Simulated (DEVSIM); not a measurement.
Device: Au/SiO2/n-Ge capacitor, at 400 K.

```csv
layer (left to right),material,thickness (nm),Nd (cm⁻³)
1,SiO2,45.0,-
2,Ge,1400,1.9e17
```

Metal gate on the left, work function 5.1 eV. Fixed charge at the semiconductor interface 0 cm⁻² (in units of +e); no interface traps.

This is a model device: material constants are rounded textbook-type values typed into the input, and sizes, dopings and lifetimes were drawn at random. Values at 300 K; Nc and Nv go as T^1.5, mobilities as T to minus their exponent, the gap by Varshni's rule with the affinity fixed.

```
parameter         SiO2        Ge
----------------  ----  --------
gap (eV)             9     0.664
affinity (eV)      0.9         4
permittivity       3.9        16
Nc (cm⁻³)            -   1.04e19
Nv (cm⁻³)            -      6e18
Varshni α (eV/K)     -  0.000477
Varshni β (K)        -       235
```

DEVSIM, 1D Poisson equation in equilibrium, Boltzmann statistics, complete ionisation; no quantum confinement or tunnelling. Metal contacts follow the ideal Schottky-Mott rule: no Fermi-level pinning, no interface dipoles.

Base results: flat-band voltage (V) 0.95; minimum of the low-frequency capacitance (μF/cm²) 0.0627.

Task: What follows from this one change: temperature 400 → 300 K?

Result: flat-band voltage 0.95 → 1.00 V; minimum of the low-frequency capacitance 0.0627 → 0.0591 μF/cm².

Task: What follows from this one change: gate work function 5.1 → 5.25 eV?

Result: flat-band voltage 0.95 → 1.10 V; minimum of the low-frequency capacitance little changed (0.0626 μF/cm²).

Task: What follows from this one change: substrate doping 1.9e+17 → 1.9e+16 cm^-3?

Result: flat-band voltage 0.95 → 0.87 V; minimum of the low-frequency capacitance 0.0627 → 0.0535 μF/cm².
